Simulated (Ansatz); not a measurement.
Base system: Lu in the hcp (Mg type) structure (space group P6_3/mmc, No. 194; relaxed with 0.1 eV smearing).

```yaml
crystal:
  lattice:
    - [3.44317, 0.00000, 0.00000]
    - [-1.72159, 2.98188, 0.00000]
    - [0.00000, 0.00000, 5.36685]
  atoms:
    - { symbol: Lu, position: [0.66667, 0.33333, 0.75000] }
    - { symbol: Lu, position: [0.33333, 0.66667, 0.25000] }
```

Cartesian axes are those of the cell as printed.

Calculations: Kohn–Sham DFT with the PBEsol functional, run in Ansatz (an electronic-structure program) with PAW and 420 eV plane waves, no spin-orbit coupling.

Before the change:

| Property | Result |
|---|---|
| Pressure | 0.0 GPa |

Perturbation: uniaxial strain ε_xx = −2.50 %, all other strain components held at zero; the atoms relax in the strained cell.

**Question.** Predict the new energy relative to the base and pressure.

**Answer.** The energy goes up by 5.5 meV/atom; the pressure (mean of the normal stresses, compression positive) goes from zero to 1.3 GPa.

Stability against distortions was not tested.
